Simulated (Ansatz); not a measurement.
Take BP in the zinc blende structure (space group F-43m, No. 216) as the base.

```yaml
crystal:
  lattice:
    - [0.00000, 2.26828, 2.26828]
    - [2.26828, 0.00000, 2.26828]
    - [2.26828, 2.26828, 0.00000]
  atoms:
    - { symbol: B, position: [0.00000, 0.00000, 0.00000] }
    - { symbol: P, position: [0.25000, 0.25000, 0.25000] }
```

Cartesian axes are those of the cell as printed.

Method: r2SCAN/PAW in Ansatz (a quantum-chemistry and plane-wave program), no spin-orbit coupling.

Before the change:

- Smallest direct gap: 3.60 eV
- Valence-band top at Γ: 0.00, 0.00, 0.00 eV

Modification: biaxial strain −0.83 %, plane normal [111], relaxed out of plane (Cartesian); in-plane vectors clamped, the third vector and the atoms free.

Question: How does this affect the smallest direct gap and valence-band top at Γ?

Answer: The smallest direct gap shrinks by 0.126 eV, from 3.60 eV to 3.48 eV; the valence-band top at Γ (three highest levels, from the VBM) goes from 0.00, 0.00, 0.00 eV to 0.00, 0.00, -0.09 eV.

Stability against distortions was not tested.
